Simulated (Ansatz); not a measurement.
Functionals compared on a constructed model of the (100) surface of fcc Pt, a pseudomorphic layer of Rh in the host's stacking (bottom of the slab: a bare face, its two planes held), in Ansatz (plane waves, PAW). The structure was relaxed with PBE; the other rows are single points on it. Cutoff 420 eV (500 eV for r2SCAN).

Slab: 7 atoms, 12.0 Å thick at the start; k 13x13x1, smearing 0.1 eV, dipole-corrected; 2 atoms held, the rest relaxed; start symmetry kept, larger cells not searched; no spin, no spin-orbit, no U. It is one candidate, not shown to be the stable structure of the face. These notes are the PBE run's.

| functional | work function of the top face (eV) | rough cost of the single point |
|---|---|---|
| PBE | 5.13 | – |
| RPBE | ___ | roughly 40 core-seconds |
| r2SCAN | 5.15 | about 90 core-seconds (a rough figure) |

Fill in the missing entries.


- RPBE, work function of the top face (eV): 4.95

Ansatz is a quantum-chemistry and plane-wave program.
